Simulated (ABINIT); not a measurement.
Worked example: self-consistent single point of Mg3CdO4 (Pm-3m, 8 atoms in the cell) in ABINIT.

Computed with PBEsol, PAW (JTH v2.0 PBE PAW, files made for PBE) (plane waves; ABINIT).

```yaml
crystal:
  lattice:
    - [4.44664, 0.00000, 0.00000]
    - [0.00000, 4.44664, 0.00000]
    - [0.00000, 0.00000, 4.44664]
  atoms:
    - { symbol: Mg, position: [0.00000, 0.50000, 0.50000] }
    - { symbol: Mg, position: [0.50000, 0.00000, 0.50000] }
    - { symbol: Mg, position: [0.50000, 0.50000, 0.00000] }
    - { symbol: Cd, position: [0.00000, 0.00000, 0.00000] }
    - { symbol: O, position: [0.50000, 0.00000, 0.00000] }
    - { symbol: O, position: [0.00000, 0.50000, 0.00000] }
    - { symbol: O, position: [0.00000, 0.00000, 0.50000] }
    - { symbol: O, position: [0.50000, 0.50000, 0.50000] }
```

Reference input (self-consistent single point, DFT, PBEsol, plane waves, PAW (JTH v2.0 PBE PAW, files made for PBE)): pseudos = [Mg.GGA_PBE-JTH.xml, Cd.GGA_PBE-JTH.xml, O.GGA_PBE-JTH.xml]; ecut = 24 Ha; pawecutdg = 48 Ha; pawxcdev = 0; ixc = -116133; occopt = 1; ngkpt = 6 6 6; nshiftk = 1; shiftk = 0 0 0; potentials = JTH v2.0 PBE PAW; nband = 35; kptopt = 1. This run's input differs from it in these lines:

```diff
@@ -28,3 +28,3 @@
 kptopt 1
-ngkpt 6 6 6
+ngkpt 5 5 5
 nshiftk 1
```

Output, abridged:

```
--- !BeginCycle
solver: {iscf: 17, nstep: 80, nline: 4, wfoptalg: 10, }
tolerances: {toldfe: 1.00E-09, }
...

     iter   Etot(hartree)      deltaE(h)  residm     nres2
 ETOT  1  -298.85578846459    -2.989E+02 9.591E-01 4.568E+01
 ETOT  2  -302.74899989687    -3.893E+00 2.630E-01 6.466E+02
 ETOT  3  -303.12775347040    -3.788E-01 1.542E-01 6.959E+03
 ETOT  4  -302.80853028315     3.192E-01 1.127E-01 9.579E+03
 ETOT  5  -302.60312325231     2.054E-01 8.081E-02 4.853E+00
   [... 71 lines left out ...]
 ETOT 77  -302.59896933677    -6.498E-04 2.744E-07 1.080E+03
 ETOT 78  -302.61329781438    -1.433E-02 1.417E-05 1.248E+03
 ETOT 79  -302.63969205112    -2.639E-02 7.637E-05 5.016E+03
 ETOT 80  -302.62903879750     1.065E-02 6.822E-06 4.297E+03

 Cartesian components of stress tensor (hartree/bohr^3)
  sigma(1 1)=  1.57515054E-02  sigma(3 2)=  0.00000000E+00
  sigma(2 2)=  1.57515054E-02  sigma(3 1)=  0.00000000E+00
  sigma(3 3)=  1.57515054E-02  sigma(2 1)=  0.00000000E+00
 scprqt:  WARNING -
  nstep=   80 was not enough SCF cycles to converge;
  maximum energy difference=  1.065E-02 exceeds toldfe=  1.000E-09

 ----iterations are completed or convergence reached----

 reduced coordinates (array xred) for    8 atoms
       0.000000000000      0.500000000000      0.500000000000
       0.500000000000      0.000000000000      0.500000000000
   [... lines left out ...]
 Fermi (or HOMO) energy (hartree) =   0.22251   Average Vxc (hartree)=  -0.39730
 Eigenvalues (hartree) for nkpt=  10  k points:
 prteigrs : prtvol=0 or 1, do not print more k-points.

--- !EnergyTerms
kinetic             :  7.55968430618725E+01
hartree             :  5.72427083782604E+01
xc                  : -1.89956767039066E+01
Ewald energy        : -1.92678823412234E+02
psp_core            :  8.78791485548230E+00
local_psp           : -1.89812014683468E+02
total_energy        : -2.81659109251222E+02
total_energy_eV     : -7.66433413950067E+03
...

-Cartesian components of stress tensor (GPa)         [Pressure= -4.6343E+02 GPa]
- sigma(1 1)=  4.63425210E+02  sigma(3 2)=  0.00000000E+00
- sigma(2 2)=  4.63425210E+02  sigma(3 1)=  0.00000000E+00
- sigma(3 3)=  4.63425210E+02  sigma(2 1)=  0.00000000E+00

 Calculation completed.
```

The run ended unconverged after 80 iterations. 

The starting cell comes from a database of computed structures (which also holds hypothetical and non-ambient phases and stackings), without a prior relaxation at this level. The potentials were made for another functional than the one used.

Cost on one core of a shared machine: roughly 6 min.
